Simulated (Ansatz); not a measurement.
Take Hf in the hcp (Mg type) structure (space group P6_3/mmc, No. 194; a = 3.198 Å, c = 5.049 Å; relaxed with 0.1 eV smearing) as the base. Axes: x lies along a and z along c of the hexagonal cell.

Computed with plane-wave PAW DFT at the r2SCAN level (Ansatz, an electronic-structure program, 500 eV), no SOC.

Strains are applied to the cell and any free atomic positions relax.

One change was made to it. Results:

```tsv
quantity	base	after
pressure (mean of the normal stresses, compression positive)	0.0 GPa	-2.6 GPa
energy relative to the base (free energy F)	0 meV/atom	+7.7 meV/atom
```

**Question.** Which change produced these results?
A) uniaxial strain ε_xx = +1.00 %
B) uniaxial strain ε_xx = +3.00 %
C) uniaxial strain ε_xx = +2.50 %
D) uniaxial strain ε_xx = +0.50 %

**Answer.** C, uniaxial strain ε_xx = +2.50 %. For comparison, the energy relative to the base in the other runs: uniaxial strain ε_xx = +0.50 % gives +0.3 meV/atom; uniaxial strain ε_xx = +1.00 % gives +1.3 meV/atom; uniaxial strain ε_xx = +3.00 % gives +11 meV/atom.

No phonon test of stability was made. All final runs are without spin polarisation.
